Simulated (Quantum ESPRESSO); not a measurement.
Pressure against volume in zinc-blende CdTe (space group 216) (Quantum ESPRESSO, LDA)

```
CELL_PARAMETERS angstrom
      0.00000     3.11399     3.11399
      3.11399     0.00000     3.11399
      3.11399     3.11399     0.00000
ATOMIC_POSITIONS crystal
  Cd 0.00000 0.00000 0.00000
  Te 0.75000 0.75000 0.75000
```

Level of theory: LDA (PZ), GBRV 1.5 ultrasoft (LDA) pseudopotentials (plane waves; Quantum ESPRESSO). Settings: ecutwfc = 52 Ry; ecutrho = 260 Ry; occupations = smearing; smearing = fd; degauss = 0.000734986 Ry; potentials = {Cd: cd_lda_v1.uspp.F.UPF, Te: te_lda_v1.uspp.F.UPF}; K_POINTS = automatic 9 9 9 0 0 0; conv_thr = 1e-10 Ry. The cell above is the first row's. The rows scale it uniformly. In all rows fractional positions and the k mesh are held.

| V (Å^3/atom) | P (GPa) |
|---|---|
| 30.196 | 4.99 |
| 30.852 | 3.52 |
| 31.509 | 2.23 |
| 32.165 | 1.08 |
| 32.822 | 0.05 |
| 33.478 | -0.87 |
| 34.135 | -1.68 |
| 34.791 | -2.41 |
| 35.448 | ? |

The 8 complete rows are fitted with a cubic, P against V. With u = V - 32.5, the rows have u = -2.3040, -1.6480, -0.9910, -0.3350, 0.3220, 0.9780, 1.6350, 2.2910. Least squares gives P = 0.536 - 1.5602·u + 0.14030·u² - 0.00907·u³. Residuals (row less fit): 0.004, -0.009, 0.001, 0.005, 0.002, -0.006, 0.000, 0.001; standard error 0.006 (degrees of freedom: 4). The fitted pressure is zero at V0 = 32.85, where dP/dV = -1.464, so B0 = -V0·dP/dV = 48.1 GPa.

What does the fit predict for P at V = 35.448, and how far is the calculated value from it?

u = 2.9480, so P = 0.536 - 1.5602 × 2.9480 + 0.14030 × 2.9480² - 0.00907 × 2.9480³ = -3.077 GPa. The calculation gives -3.05 GPa, 0.027 GPa above the prediction (0.3 % of the range of P in the table). The row lies outside the fitted rows, so this is an extrapolation. From the scatter of the fitted rows alone, a prediction at this place has a standard error of 0.017 GPa, so the miss is 1.6 times that.

Carrying the step between the two nearest rows on in a straight line would have given -3.14, off by 0.09; series whose last step already gives the withheld value aren't shown. The scan was laid around a cell of about the measured size, scaled by a guess for this functional. The runs keep the symmetry of the cell, so they don't test it for distortions. Spin-orbit coupling is off. Cutoffs and mesh are single choices, not tested for convergence of this quantity. Series with a scatter that would blur these digits, or in which a gap closes, are not shown.
